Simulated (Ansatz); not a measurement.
System: LiH (model structure, started from the NiAs type, P6₃/mmc, No. 194, 4 atoms in the cell). Method: r²SCAN0 in Ansatz (plane waves, PAW).

Settings: plane-wave cutoff 520 eV, 12×12×6 k mesh (along the axes of the cell as run), Fermi–Dirac smearing 0.01 eV, scalar-relativistic PAW data made under PBE.

Cell (relaxed with PBEsol):

```yaml
crystal:
  lattice:
    - [2.75996, 0.00000, 0.00000]
    - [-1.37998, 2.39019, 0.00000]
    - [0.00000, 0.00000, 4.85935]
  atoms:
    - { symbol: Li, position: [0.00000, 0.00000, 0.00000] }
    - { symbol: Li, position: [0.00000, 0.00000, 0.50000] }
    - { symbol: H, position: [0.33333, 0.66667, 0.25000] }
    - { symbol: H, position: [0.66667, 0.33333, 0.75000] }
```

Problem. Predict the band gap, smallest direct gap on the k points sampled and Γ–Γ gap.

Solution. 
* **band gap**: 6.52 eV (indirect)
* **smallest direct gap on the k points sampled**: 7.26 eV
* **Γ–Γ gap**: 10.16 eV

Note: the relaxation could raise the start's symmetry but not lower it, so the cell can be a saddle point; cell and atoms aren't relaxed at this level (pressure 0.3 GPa).

Computed values are for the static lattice.

It cost about 2.1 core-minutes (a rough figure) of CPU time.

A model structure was made by putting elements into a prototype or built by hand; it is no filed structure, need not be a known phase, and can be a saddle point held by its symmetry.

Ansatz is a quantum-chemistry and plane-wave program.
